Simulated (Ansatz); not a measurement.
This concerns the surface energy of the Si(100) slab with 2 Se, the mean of its two faces, with the listed reservoirs for the atoms in excess. Reaction: 2 Se (P3₁21) + 9 Si (diamond) → cell A.

Cell A: a slab of Si (diamond, Fd-3m) cut along (100), 11 atoms, square cell of 3.83 Å (14.7 Å²), symmetry P-4m2 within 0.02 Å, 13.6 Å thick under 16 Å of vacuum, in-plane vectors held at the crystal's; planes from bottom to top: Se | Si × 9 | Se; added, foreign or displaced atoms, above the top plane and below the bottom plane: two times Se bound to 2 Si at 2.38 Å; spin state with PBE: run without spin, k-point mesh 8×8×1.
```xyz
11
Lattice="3.8333 0.0000 0.0000 0.0000 3.8333 0.0000 0.0000 0.0000 29.5371" Properties=species:S:1:pos:R:3 pbc="T T T"
Se     0.0000     1.9166     7.9619
Si     0.0000     0.0000     9.3654
Si     1.9166     0.0000    10.7021
Si     1.9166     1.9166    12.0577
Si     0.0000     1.9166    13.4142
Si     0.0000     0.0000    14.7686
Si     1.9166     0.0000    16.1229
Si     1.9166     1.9166    17.4795
Si     0.0000     1.9166    18.8350
Si     0.0000     0.0000    20.1717
Se     1.9166     0.0000    21.5753
```

Reference: Se (P3₁21), 3 atoms in the cell, k-point mesh 12×12×8 on the run's own vectors. Conventional cell: a = b = 4.0658 Å, c = 5.1300 Å, α = β = 90.00°, γ = 120.00°.

Reference: Si (diamond, Fd-3m), 2 atoms in the cell, the relaxed perfect crystal repeated, atoms not moved again, k-point mesh 8×8×11 on the run's own vectors.

All numbers come from Ansatz (a quantum-chemistry and plane-wave program), plane waves with PAW, its PAW set soft_1, cutoff 420 eV, 500 eV for r2SCAN. The structures are at rest with PBE+D3(BJ), within the held lattices; other levels are single points on them. HSE06 runs on coarser k-point meshes, mended by the PBE difference between the two meshes. Neutral cells; Fermi-Dirac smearing of at most 0.05 eV in the solids, energies taken to zero width. The lattices are those relaxed with PBE+D3(BJ), so at other levels the solids can be strained, which adds to the spread. A dispersion term (D3(BJ), or D4 for r2SCAN) was computed beside these levels and is taken off wherever the name lacks it. Space groups of crystals are read within 0.01 Å. Static lattices, no vibrational contributions. The structures are the rest points that the relaxations reached, not proven lowest. No correction for cell size. Cell A has symmetry P-4m2 within 0.02 Å and got no random move, so less symmetric positions, which may lie lower, weren't tried.

Task: Predict the value from HSE06.

Result: -0.59 J/m², for 2 Se (P3₁21) + 9 Si (diamond) → cell A.

Task: List the value at the remaining levels and say how far they part.

Result: 
| Method | value (J/m²) | less HSE06 |
|---|---|---|
| PBE | -0.47 | 0.12 |
| PBE+D3(BJ) | -0.20 | 0.39 |
| r2SCAN | -0.53 | 0.06 |

The levels shown span 0.39 J/m², from HSE06 (-0.59) to PBE+D3(BJ) (-0.20).
